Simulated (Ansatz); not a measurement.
A self-consistent single point of SnO (P4mm, 4 atoms in the cell) with Ansatz (a quantum-chemistry and plane-wave program).

Method of the run: PBEsol, harder PAW files (source: ansatz) made with PBE (plane waves; Ansatz).

```xyz
4
Lattice="3.7810 0.0000 0.0000 0.0000 3.7810 0.0000 0.0000 0.0000 4.8158" Properties=species:S:1:pos:R:3 pbc="T T T"
Sn     1.8905     0.0000     3.7196
Sn     0.0000     1.8905     1.1462
O      1.8905     1.8905     0.0000
O      0.0000     0.0000     0.0000
```

Reference input (self-consistent single point, DFT, PBEsol, plane waves, default PAW files made with PBE): basis.ecutwfc = 420 eV; kpoints.mp_grid.grid = 7 7 5; hamiltonian.xc = pbesol; hamiltonian.pseudopotentials = {kind: paw} (the program's default PAW files); scf.occupations.method = fermi_dirac; scf.occupations.width = 0.02 eV. This run's input differs from it in these lines:

Ansatz 0.2 input:
```diff
@@ -11,3 +11,3 @@
 basis:
-  ecutwfc: 420.0
+  ecutwfc: 1860.0
 kpoints:
@@ -16,3 +16,3 @@
   xc: pbesol
-  pseudopotentials: { kind: paw }
+  pseudopotentials: { kind: paw, source: ansatz }
 scf:
```

The program printed (abridged):

```
SCF iter   1: F=—  HF=-20424.351521 eV  |F-HF|=—  |Δ(HF+E_count)|=         —  Δρ=6.17e-2  dr2=3.37e0  ethr=3.10e-3  ⟨swp⟩=6.7  Hψ=4174  notcnv=0
all-band conjugate gradients solve this SCF's bands
preconditioner: auto → Resta (q_TF=auto, 2.636 Å⁻¹)
SCF iter   2: F=—  HF=-20423.541569 eV  |F-HF|=—  |Δ(HF+E_count)|=   8.10e-1  Δρ=2.50e-2  dr2=5.21e-1  ethr=3.10e-3  ⟨swp⟩=3.0  Hψ=2264  notcnv=0  defer=50
   [... lines left out ...]
SCF iter   5: F=—  HF=-20423.408795 eV  |F-HF|=—  |Δ(HF+E_count)|=   4.49e-4  Δρ=5.14e-4  dr2=1.45e-4  ethr=3.09e-6  ⟨swp⟩=2.0  Hψ=1863  notcnv=0  defer=49
SCF iter   6: F=—  HF=-20423.408883 eV  |F-HF|=—  |Δ(HF+E_count)|=   8.78e-5  Δρ=1.11e-4  dr2=7.25e-6  ethr=2.60e-7  ⟨swp⟩=2.0  Hψ=1520  notcnv=0  defer=49
SCF iter   7: F=—  HF=-20423.409086 eV  |F-HF|=—  |Δ(HF+E_count)|=   2.03e-4  Δρ=2.45e-5  dr2=3.56e-7  ethr=1.30e-8  ⟨swp⟩=2.0  Hψ=1249  notcnv=0  defer=49
SCF iter   8: F=-20423.409086 eV  HF=-20423.409086 eV  |F-HF|=3.16e-9  |Δ(HF+E_count)|=   3.43e-7  Δρ=8.43e-6  dr2=2.68e-8  ethr=1.79e-10  ⟨swp⟩=12.1  Hψ=4892  notcnv=0
SCF 1 converged in 8 iterations: F = -20423.409086 eV  dr2 = 2.68e-8
Free energy (F): -20423.409086 eV
Internal energy: -20423.409084 eV  (E = F + TS)
E sigma→0 (E₀):  -20423.409085 eV
Entropy (-TS):   -0.000002 eV (-0.001 meV/atom)
Fermi energy:    11.972373 eV
--- Forces (eV/Å), atoms counted from 1 ---
  atom   1  Sn     0.00000000     0.00000000    -0.99340156
  atom   2  Sn    -0.00000000     0.00000000     0.60861685
  atom   3  O      0.00000000     0.00000000     0.19242214
  atom   4  O     -0.00000000     0.00000000     0.19242214
--- Stress (GPa, compression-positive) ---
        3.461074       0.000000       0.000000
        0.000000       3.461074       0.000000
        0.000000       0.000000       3.179630
  P = ⅓ Tr σ = 3.3673 GPa (33.673 kbar)
  The stress holds the Pulay correction. Without it, at fixed plane waves, as pw.x and ABINIT print it: P = 3.3666 GPa
```

The run converged in 8 iterations. Against the reference run the pressure hardly changes (3.39 to 3.37 GPa), the largest force hardly changes (0.996 to 0.993 eV/Å) and the gap on the mesh hardly changes (0.352 to 0.354 eV).

The starting cell has typed, rounded lattice constants, without a prior relaxation at this level. Its lattice was rescaled by up to half a per cent. One atom was moved a little off its site on purpose. Ansatz's pressure includes its estimate of the finite-basis (Pulay) stress.

Cost on one core of a shared machine: roughly 40 s.
